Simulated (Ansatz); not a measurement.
## A computed series for SiC: pressure series

The parent structure is SiC in the wurtzite structure (space group P6_3mc, No. 186; a = 3.056 Å, c = 5.016 Å).

Cell and atoms are relaxed at each pressure.

Computed with Kohn–Sham DFT with the LDA functional, run in Ansatz (a program for electronic structure) with PAW and 420 eV plane waves, without spin-orbit coupling.

| change | band gap | shortest interatomic distance | smallest direct gap |
|---|---|---|---|
| base | 2.13 eV | 1.871 Å | 3.92 eV |
| pressure −2 GPa | 2.15 eV | 1.877 Å | 3.90 eV |
| pressure −1 GPa | 2.14 eV | 1.874 Å | 3.91 eV |
| pressure 0.9 GPa | 2.12 eV | 1.869 Å | 3.93 eV |
| pressure 2.1 GPa | 2.12 eV | 1.866 Å | 3.94 eV |
| pressure 4.5 GPa | 2.10 eV | 1.860 Å | 3.96 eV |
| pressure 9 GPa | 2.07 eV | 1.849 Å | 3.99 eV |
| pressure 15 GPa | (withheld) | (withheld) | (withheld) |
| pressure 30 GPa | 1.94 eV | 1.807 Å | 4.13 eV |

Complete the table.


- pressure 15 GPa, band gap: 2.03 eV
- pressure 15 GPa, shortest interatomic distance: 1.836 Å
- pressure 15 GPa, smallest direct gap: 4.03 eV

Load acts through the strain it causes; cell and atoms are relaxed under it. Whether these cells are dynamically stable was not tested. Competing high-pressure phases were not computed.
